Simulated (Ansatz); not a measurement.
Ansatz (an electronic-structure program) run on Ge (P6_3/mmc, 4 atoms in the cell): zone-centre phonon calculation.

Method: LDA (PW92), default PAW files made with PBE (plane waves; Ansatz).

```yaml
crystal:
  lattice:
    - [3.97760, 0.00000, 0.00000]
    - [-1.98880, 3.44470, 0.00000]
    - [0.00000, 0.00000, 6.56638]
  atoms:
    - { symbol: Ge, position: [0.66667, 0.33333, 0.06290] }
    - { symbol: Ge, position: [0.33333, 0.66667, 0.93710] }
    - { symbol: Ge, position: [0.33333, 0.66667, 0.56290] }
    - { symbol: Ge, position: [0.66667, 0.33333, 0.43710] }
```

Reference input (self-consistent single point, DFT, LDA (PW92), plane waves, default PAW files made with PBE): basis.ecutwfc = 420 eV; kpoints.mp_grid.grid = 10 10 5; hamiltonian.xc = lda; hamiltonian.pseudopotentials = {kind: paw} (the program's default PAW files); scf.occupations.method = fermi_dirac; scf.occupations.width = 0.1 eV. This run's input differs from it in these lines:

```diff
@@ -20,6 +20,5 @@
   occupations: { method: fermi_dirac, width: 0.1 eV }
-output:
-  forces: true
-  eigenvalues: true
-  stress: true
+  convergence: { dr2_threshold: 1.0e-05 eV }
+phonons:
+  method: dfpt
```

Output (repeated stretches shortened):

```
SCF iter   1: F=—  HF=-16862.816481 eV  |F-HF|=—  |Δ(HF+E_count)|=         —  Δρ=4.77e-3  dr2=8.30e-3  ethr=1.77e-3  ⟨swp⟩=5.8  Hψ=18202  notcnv=0
all-band conjugate gradients solve this SCF's bands
preconditioner: auto → Kerker (q_TF=auto, 2.521 Å⁻¹)
SCF iter   2: F=—  HF=-16862.811807 eV  |F-HF|=—  |Δ(HF+E_count)|=   4.67e-3  Δρ=2.93e-3  dr2=3.24e-3  ethr=1.48e-5  ⟨swp⟩=1.0  Hψ=5922  notcnv=0
SCF iter   3: F=—  HF=-16862.811423 eV  |F-HF|=—  |Δ(HF+E_count)|=   3.83e-4  Δρ=6.87e-4  dr2=2.40e-4  ethr=5.79e-6  ⟨swp⟩=2.0  Hψ=7622  notcnv=0
SCF iter   4: F=—  HF=-16862.811346 eV  |F-HF|=—  |Δ(HF+E_count)|=   7.72e-5  Δρ=3.70e-4  dr2=5.83e-5  ethr=4.29e-7  ⟨swp⟩=2.0  Hψ=8740  notcnv=0
SCF iter   5: F=—  HF=-16862.811207 eV  |F-HF|=—  |Δ(HF+E_count)|=   1.39e-4  Δρ=8.38e-5  dr2=8.51e-6  ethr=1.79e-8  ⟨swp⟩=7.4  Hψ=36681  notcnv=0
SCF iter   6: F=-16862.811206 eV  HF=-16862.811208 eV  |F-HF|=1.94e-6  |Δ(HF+E_count)|=   1.73e-6  Δρ=4.14e-5  dr2=1.62e-6  ethr=1.52e-8  ⟨swp⟩=6.1  Hψ=31275  notcnv=0
SCF 1 converged in 6 iterations: F = -16862.811206 eV  dr2 = 1.62e-6
DFPT response loops at Γ: preconditioner auto → Kerker (q_TF=auto, 2.521 Å⁻¹) (partly filled bands, converged f_vac=0.060) …
Free energy (F): -16862.811206 eV
Internal energy: -16862.803090 eV  (E = F + TS)
E sigma→0 (E₀):  -16862.807148 eV
Entropy (-TS):   -0.008116 eV (-2.029 meV/atom)
Fermi energy:    8.392996 eV
--- Phonons (Γ-DFPT): 2 representative perturbations + reference, on 141 of 500 k-points (Σ response iterations 8) ---
  k mesh reduced under 2 symmetry operations, with k and −k counted as one. Each operation leaves every solved perturbation unchanged …
  ASR residual: 6.812e-3 → 0.000e0 eV/Å²; symmetrization residual: 4.543e-6 eV/Å²
  ASR residual per site (eV/Å²): 6.81e-3 6.81e-3 6.81e-3 6.81e-3
  Γ frequencies (cm⁻¹): 0.00 0.00 0.00 53.73 53.73 211.81 233.65 271.34 271.34 282.93 285.62 285.62
  non-analytic LO–TO correction: not included (Born effective charges unavailable; polar crystals: no LO–TO splitting at Γ)
```

The run converged in 6 iterations. 

Summary of the result:
- Free energy E − TS (on the zero of these files): -16862.8112 eV
- Fermi level (on the code's own zero): 8.39 eV
- Zone-centre frequencies (cm⁻¹; negative means imaginary): 0, 0, 0, 54, 54, 212, 234, 271, 271, 283, 286, 286

The starting cell comes from a database of computed structures (which also holds hypothetical and non-ambient phases and stackings), without a prior relaxation at this level. Its lattice was rescaled by up to half a per cent.

Cost on one core of a shared machine: roughly 3 min.

Keys are those of Ansatz 0.2.
